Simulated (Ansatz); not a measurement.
A computed series for BN: pressure series

Consider BN in the h-BN type structure (space group P6_3/mmc, No. 194; layered, stacked along the Cartesian z axis).

```
BN
1.0
    2.50059     0.00000     0.00000
   -1.25029     2.16557     0.00000
    0.00000     0.00000     6.52585
B N
2 2
Direct
  0.33333   0.66667   0.25000
  0.66667   0.33333   0.75000
  0.33333   0.66667   0.75000
  0.66667   0.33333   0.25000
```

Cell and atoms are relaxed at each pressure.

The values are results of r2SCAN+rVV10 (Ansatz, a first-principles code, PAW, no spin-orbit coupling), not measurements.

| case | density | smallest direct gap | band gap | c/a ratio |
|---|---|---|---|---|
| base | 2.33 g/cm³ | 5.18 eV | 4.74 eV | 2.610 |
| pressure −2 GPa | 2.11 g/cm³ | 5.29 eV | 4.88 eV | 2.870 |
| pressure 0.3 GPa | 2.35 g/cm³ | 5.15 eV | 4.73 eV | 2.590 |
| pressure 0.7 GPa | 2.38 g/cm³ | 5.13 eV | 4.71 eV | 2.567 |
| pressure 1.5 GPa | 2.42 g/cm³ | 5.08 eV | 4.69 eV | 2.527 |
| pressure 3 GPa | 2.48 g/cm³ | … | 4.65 eV | 2.468 |
| pressure 5 GPa | 2.56 g/cm³ | … | 4.65 eV | 2.407 |
| pressure 10 GPa | 2.70 g/cm³ | … | 4.59 eV | … |

What belongs in the blanks?


- pressure 3 GPa, smallest direct gap: 5.01 eV
- pressure 5 GPa, smallest direct gap: 4.96 eV
- pressure 10 GPa, smallest direct gap: 4.92 eV
- pressure 10 GPa, c/a ratio: 2.302

Load acts through the strain it causes; cell and atoms are relaxed under it. No phonon test of stability was made. No other phases were tried under pressure.
